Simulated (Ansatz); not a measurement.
Abridged Ansatz (a program for electronic structure) output:

```
Pseudopotential: Nb, paw, valence charge 13
Pseudopotential: Y, paw, valence charge 11
Crystal: 4 atoms, lattice volume = 82.941 Å³
Basis set: ecut = 420 eV, 1593 PW (Γ), exchange–correlation on 48×48×144 points (8 copies of the dense FFT grid, shifted against one another)
Bands: 30, of which v1, the nominal top of the filled ones, is band 25 counted from 1 (24 counted from 0)
Symmetry: 8 space group operations
k-points: 219 of 1280
Functional: x = pbe(κ = 0.804, μ = 0.2195149727645171), c = pbe(β = 0.06672455060314922)
SCF iter   1: F=—  HF=-17504.545630 eV  |F-HF|=—  |Δ(HF+E_count)|=         —  Δρ=4.74e-3  dr2=2.14e-1  ethr=1.77e-3  ⟨swp⟩=4.2  Hψ=26205  notcnv=0
SCF iter   2: F=—  HF=-17504.537609 eV  |F-HF|=—  |Δ(HF+E_count)|=   8.02e-3  Δρ=2.34e-3  dr2=4.55e-2  ethr=4.28e-4  ⟨swp⟩=1.0  Hψ=8323  notcnv=0
SCF 1 converged in 8 iterations: F = -17504.535800 eV  dr2 = 1.05e-10
SCF converged after 8 iterations
Free energy (F): -17504.535800 eV
Internal energy: -17504.490404 eV  (E = F + TS)
E sigma→0 (E₀):  -17504.513102 eV
Entropy (-TS):   -0.045396 eV (-11.349 meV/atom)
Fermi energy:    15.334128 eV
--- Forces (eV/Å), atoms counted from 1 ---
  atom   1  Nb    -0.00000000     0.00000000     0.00603814
  atom   2  Y     -0.00000000     0.00000000    -0.00000000
  atom   3  Nb     0.00000000     0.00000000    -0.00603814
  atom   4  Nb     0.00000000     0.00000000     0.00000000
--- Stress (GPa, compression-positive) ---
       -0.018473       0.000000       0.000000
        0.000000       0.002984      -0.000000
        0.000000      -0.000000       0.011767
  P = ⅓ Tr σ = -0.0012 GPa (-0.012 kbar)
```

**Question.** What was computed, and what are the main results?

**Answer.** YNb3, 4 atoms in the cell, with PBE in Ansatz (plane waves to 420 eV, PAW, spin-orbit coupling left out). The last SCF converged to F = -17504.535800 eV, or -4376.1340 eV per atom, at a pressure of 0.00 GPa. The total energy compares only with runs of the same code, potentials and settings.

Each cell is one ordered arrangement of few atoms, which overstates ordering effects compared with a random alloy. Stability against distortions was not tested. The final runs are not spin-polarised. The cell was made from Nb by this change: x(Y) = 0.25, 4 atoms, Cmmm.
